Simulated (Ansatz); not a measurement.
The reference is ZnSe in the zinc blende structure (space group F-43m, No. 216; a = 5.733 Å).

Modification: the cell is scaled by 0.9699 in all directions; the atoms relax in the strained cell.

Levels (all Ansatz, a first-principles code, PAW): PBE (420 eV, no spin-orbit coupling); r2SCAN (500 eV, without spin-orbit coupling); HSE06 (420 eV, spin-orbit coupling left out); PBE+SOC (420 eV, noncollinear with spin-orbit coupling).

One geometry, relaxed with PBE, under each level:

Notes on the quantities. hole mass: degenerate bands, along [100].

The valence-band top lists the three highest levels at Γ (Kramers pairs under SOC), from the VBM.

| level | band gap | lowest conduction level above the VBM at special points | valence-band top at Γ | electron mass | hole mass | pressure |
|---|---|---|---|---|---|---|
| PBE | 1.52 eV | Γ 1.52 eV; L 2.64 eV; X 2.85 eV; K 3.53 eV | 0.00, 0.00, 0.00 eV | 0.11 mₑ (at Γ) | 0.11, 0.56, 0.56 mₑ (at Γ) | 6.39 GPa |
| r2SCAN | 2.11 eV | Γ 2.11 eV; L 3.16 eV; X 3.21 eV; K 3.94 eV | – | 0.13 mₑ (at Γ) | 0.14, 0.55, 0.55 mₑ (at Γ) | 4.15 GPa |
| HSE06 | … | … | – | – | – | – |
| PBE+SOC | 1.40 eV | Γ 1.40 eV; L 2.52 eV; X 2.72 eV; K 3.41 eV | 0.00, 0.00, -0.38 eV | 0.11 mₑ (at Γ) | 0.14, 0.54 mₑ (at Γ) | 6.39 GPa |

**Question.** Give the withheld HSE06 results.

**Answer.** 
- HSE06, band gap: 2.68 eV
- HSE06, lowest conduction level above the VBM at special points: Γ 2.68 eV; L 3.77 eV; X 3.71 eV

Single points use the geometry relaxed with PBE. Their cutoffs differ, which shifts pressures a little. The spin-orbit shifts are approximate. Masses are band curvatures over ±0.01 Å⁻¹ around the edge. Stability against distortions was not tested.
